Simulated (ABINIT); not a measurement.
## Pressure against volume in Cu3Au-type Pt3Ti (space group 221) (ABINIT, PBEsol)

```yaml
crystal:
  lattice:
    - [3.80618, 0.00000, 0.00000]
    - [0.00000, 3.80618, 0.00000]
    - [0.00000, 0.00000, 3.80618]
  atoms:
    - { symbol: Ti, position: [0.00000, 0.00000, 0.00000] }
    - { symbol: Pt, position: [0.00000, 0.50000, 0.50000] }
    - { symbol: Pt, position: [0.50000, 0.00000, 0.50000] }
    - { symbol: Pt, position: [0.50000, 0.50000, 0.00000] }
```

Level of theory: PBEsol, norm-conserving pseudopotentials (PseudoDojo nc-sr-04 PBEsol standard) (plane waves; ABINIT 10.0.3). Settings: pseudos = [Ti.upf, Pt.upf]; ecut = 55 Ha; occopt = 3; tsmear = 0.00183747 Ha; ngkpt = 9 9 9; nshiftk = 1; shiftk = 0 0 0; potentials = PseudoDojo nc-sr-04 PBEsol standard; nband = 42; kptopt = 1; nstep = 80; tolvrs = 1e-12. The cell above is the first row's. The rows scale it uniformly. In all rows fractional positions and the k mesh are held.

```csv
V (Å^3/atom),P (GPa)
13.7851,22.73
14.0848,15.06
14.3844,8.26
14.6841,2.24
14.9838,-3.09
15.2835,-7.81
15.5831,-11.99
15.8828,-15.68
16.1825,?
```

Fit P of the 8 rows that show it with a cubic. With u = V - 14.8, the rows have u = -1.0149, -0.7152, -0.4156, -0.1159, 0.1838, 0.4835, 0.7831, 1.0828. Least squares gives P = 0.094 - 18.0305·u + 3.7160·u² - 0.4830·u³. Residuals (row less fit): 0.004, -0.007, -0.004, 0.006, 0.007, 0.000, -0.011, 0.006; standard error 0.009 (degrees of freedom: 4). The fitted pressure is zero at V0 = 14.81, where dP/dV = -17.99, so B0 = -V0·dP/dV = 266 GPa.

Q: What does the fit predict for P at V = 16.1825, and how far is the calculated value from it?

A: u = 1.3825, so P = 0.094 - 18.0305 × 1.3825 + 3.7160 × 1.3825² - 0.4830 × 1.3825³ = -19.007 GPa. The calculation gives -18.94 GPa, 0.067 GPa above the prediction (0.2 % of the range of P in the table). The row lies outside the fitted rows, so this is an extrapolation. From the scatter of the fitted rows alone, a prediction at this place has a standard error of 0.024 GPa, so the miss is 2.8 times that.

Carrying the step between the two nearest rows on in a straight line would have given -19.37, off by 0.43; series whose last step already gives the withheld value aren't shown. The scan was laid around a cell of about the measured size, scaled by a guess for this functional. The runs keep the symmetry of the cell, so they don't test it for distortions. Spin polarisation is off. Spin-orbit coupling is off. Cutoffs and mesh are single choices, not tested for convergence of this quantity. Series with a scatter that would blur these digits, or in which a gap closes, are not shown.
